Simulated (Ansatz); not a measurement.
The reference is BN in the zinc blende structure (space group F-43m, No. 216; a = 3.625 Å).

Now apply this change: cell and atoms relaxed at a pressure of 3 GPa.

Levels (all Ansatz, an electronic-structure program, PAW): PBE (420 eV, scalar-relativistic without spin-orbit coupling); HSE06 (420 eV, no spin-orbit coupling).

The geometry is relaxed with PBE.

- PBE band gap = 4.47 eV

Q: How does going to HSE06 change the band gap?

A: The band gap increases by 1.32 eV to 5.79 eV.

Single points use the geometry relaxed with PBE. HSE06 was sampled on its mesh, a few special points and the semilocal edge points, so its gap is an upper bound. Load acts through the strain it causes; cell and atoms are relaxed under it. Whether these cells are dynamically stable was not tested.
